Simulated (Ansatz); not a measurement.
## Ti, response to strain

Base system: Ti in the hcp (Mg type) structure (space group P6_3/mmc, No. 194; a = 2.940 Å, c = 4.654 Å; relaxed with 0.1 eV smearing). Axes: x lies along a and z along c of the hexagonal cell.

Strains are applied to the cell and any free atomic positions relax.

Computed with Ansatz (an electronic-structure program), PBE, PAW, cutoff 420 eV, no spin-orbit coupling.

Notes on the quantities. pressure: mean of the normal stresses, compression positive; energy relative to the base: free energy F.

```json
[
 {"change": "base", "pressure": "0.0 GPa", "energy relative to the base": "0 meV/atom", "shortest interatomic distance": "2.880 Å"},
 {"change": "uniaxial strain ε_zz = −3.00 %", "pressure": "___", "energy relative to the base": "+9.6 meV/atom", "shortest interatomic distance": "2.824 Å"},
 {"change": "uniaxial strain ε_zz = −2.50 %", "pressure": "3.0 GPa", "energy relative to the base": "+6.6 meV/atom", "shortest interatomic distance": "2.833 Å"},
 {"change": "uniaxial strain ε_zz = −2.00 %", "pressure": "2.4 GPa", "energy relative to the base": "+4.2 meV/atom", "shortest interatomic distance": "2.843 Å"},
 {"change": "uniaxial strain ε_zz = −1.50 %", "pressure": "___", "energy relative to the base": "+2.4 meV/atom", "shortest interatomic distance": "2.852 Å"},
 {"change": "uniaxial strain ε_zz = −1.00 %", "pressure": "1.2 GPa", "energy relative to the base": "+1.0 meV/atom", "shortest interatomic distance": "2.861 Å"},
 {"change": "uniaxial strain ε_zz = −0.50 %", "pressure": "0.6 GPa", "energy relative to the base": "+0.3 meV/atom", "shortest interatomic distance": "2.871 Å"},
 {"change": "uniaxial strain ε_zz = +0.50 %", "pressure": "-0.6 GPa", "energy relative to the base": "+0.2 meV/atom", "shortest interatomic distance": "2.890 Å"},
 {"change": "uniaxial strain ε_zz = +1.00 %", "pressure": "-1.1 GPa", "energy relative to the base": "+1.0 meV/atom", "shortest interatomic distance": "2.899 Å"},
 {"change": "uniaxial strain ε_zz = +3.00 %", "pressure": "-3.1 GPa", "energy relative to the base": "___", "shortest interatomic distance": "___"}
]
```

### Question
Complete the table.

### Answer

- uniaxial strain ε_zz = −3.00 %, pressure: 3.6 GPa
- uniaxial strain ε_zz = −1.50 %, pressure: 1.8 GPa
- uniaxial strain ε_zz = +3.00 %, energy relative to the base: +8.6 meV/atom
- uniaxial strain ε_zz = +3.00 %, shortest interatomic distance: 2.937 Å

No phonon test of stability was made. The final runs are not spin-polarised.
